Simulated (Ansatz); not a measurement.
The reference is Mo in the bcc (W type) structure (space group Im-3m, No. 229; a = 3.151 Å). Axes: x, y, z lie along the cube axes.

The values are results of r2SCAN in Ansatz (plane waves to 500 eV, PAW, without spin-orbit coupling), not measurements.

Base values:

The shortest interatomic distance is 5.156 bohr and the pressure comes out as 0.0 GPa. The band gap is zero.

Perturbation: the cell is stretched by 1.06 % along x with no lateral relaxation; the atoms relax in the strained cell.

### Question
What happens to the shortest interatomic distance, energy relative to the base, pressure and band gap?

### Answer
The shortest interatomic distance rises by 0.018 bohr, from 5.156 bohr to 5.174 bohr; the energy goes up by 2.6 meV/atom; the pressure (mean of the normal stresses, compression positive) goes from zero to -2.8 GPa; the band gap stays zero.

Without a gap, meshes like the base's 21×21×21 leave anisotropic stresses uncertain by several tenths of a GPa, and small strain energies with them. No phonon test of stability was made. All final runs are without spin polarisation.

Ansatz is an electronic-structure program.
